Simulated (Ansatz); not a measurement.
InSb (model structure, within 0.1 Å of P6₂22, No. 180, 6 atoms in the cell) was calculated with r²SCAN (plane waves, PAW; Ansatz, a program for electronic structure).

Numerical settings: plane-wave cutoff 560 eV, 18×18×6 k mesh (along the axes of the cell as run), Fermi–Dirac smearing 0.05 eV, scalar-relativistic PAW data made under PBE.

Cell (relaxed at this level):

```
CELL_PARAMETERS angstrom
      4.63598     0.00000     0.00000
     -2.31799     4.01488     0.00000
      0.00000     0.00000    10.18614
ATOMIC_POSITIONS crystal
  In 0.49958 0.00000 0.66667
  In 0.00000 0.49958 0.33333
  In 0.50042 0.50042 0.00000
  Sb 0.49975 0.00000 0.16667
  Sb 0.00000 0.49975 0.83333
  Sb 0.50025 0.50025 0.50000
```

Problem. What does this level give for the bulk modulus B0?

Solution. 
* **bulk modulus B0**: 47.3 GPa

The run finds no gap.

Note: the bulk modulus is −V dP/dV from two relaxed cells at ±2 % in volume.

Spin–orbit coupling is not included; it can open a gap where bands touch, and shift volumes and moduli.

Static lattice: no zero-point or thermal effects.

Computing time: around 60 core-minutes (rough).

A model structure was made by putting elements into a prototype or built by hand; it is no filed structure, need not be a known phase, and can be a saddle point held by its symmetry.
